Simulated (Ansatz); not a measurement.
The reference is C in the diamond structure (space group Fd-3m, No. 227; a = 3.554 Å).

One thing is altered: cell and atoms relaxed at a pressure of 100 GPa.

Levels (all Ansatz, a program for electronic structure, PAW): PBEsol (420 eV, spin-orbit coupling left out); r2SCAN (500 eV, spin-orbit coupling left out); HSE06 (420 eV, spin-orbit coupling left out).

At the geometry relaxed with PBEsol, these levels gave the following band gaps, in shuffled order: (a) 4.43 eV, (b) 5.74 eV, (c) 4.78 eV.

Problem. Match each gap to its level.

Solution. (a) PBEsol; (b) HSE06; (c) r2SCAN.

Single points use the geometry relaxed with PBEsol. HSE06 was sampled on its mesh, a few special points and the semilocal edge points, so its gap is an upper bound. Load acts through the strain it causes; cell and atoms are relaxed under it. Stability against distortions was not tested. Competing high-pressure phases were not computed.
